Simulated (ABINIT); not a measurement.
# Converging the k-point mesh at a smearing width of 0.3 eV: Al (Fm-3m, 1 atom in the cell)

```xyz
1
Lattice="0.0000 2.0311 2.0311 2.0311 0.0000 2.0311 2.0311 2.0311 0.0000" Properties=species:S:1:pos:R:3 pbc="T T T"
Al     0.0000     0.0000     0.0000
```

Method of the run: PBEsol, norm-conserving pseudopotentials (PseudoDojo nc-sr-04 PBEsol standard) (plane waves; ABINIT 10.0.3).

Base settings: pseudos = [Al.upf]; ecut = 544 eV; ixc = -116133; occopt = 7; tsmear = 0.00367493 Ha; ngkpt = 14 14 14; nshiftk = 1; shiftk = 0 0 0; potentials = PseudoDojo nc-sr-04 PBEsol standard; nband = 7.

In this ladder: tsmear = 0.0110248 Ha.

Only quantities that move along the ladder and can be compared are tabulated.

The count of work is k-points × plane waves × bands × iterations; it is no time. 

The starting cell has typed, rounded lattice constants, without a prior relaxation at this level. Its lattice was rescaled by up to half a per cent. In the base run, with a pressure of about -3 GPa the cell is away from its equilibrium volume at this level.

```tsv
ngkpt	free energy less the last step's (meV/atom)	pressure (GPa)	count of work / last
5 5 5	41.93	-1.34	0.0096
6 6 6	-66.02	-2.45	0.015
7 7 7	-45.47	-3.07	0.020
9 9 9	26.18	-2.58	0.034
10 10 10	12.81	-2.69	0.047
13 13 13	3.10	-2.82	0.083
15 15 15	0.33	-2.77	0.12
18 18 18	1.31	-2.77	0.20
22 22 22	-0.82	-2.76	0.33
27 27 27	-0.29	-2.76	0.57
33 33 33	0.00	-2.76	1.0
```

Coarsest ngkpt that holds the pressure within 0.1 GPa of the last step, with all finer ones: 10 10 10, at 0.047 of the last step's count of work; the step before is off by 0.17 GPa.

Coarsest ngkpt that holds the free energy within 1 meV/atom of the last step, with all finer ones: 22 22 22, at 0.33 of the last step's count of work; the step before is off by 1.3 meV/atom.
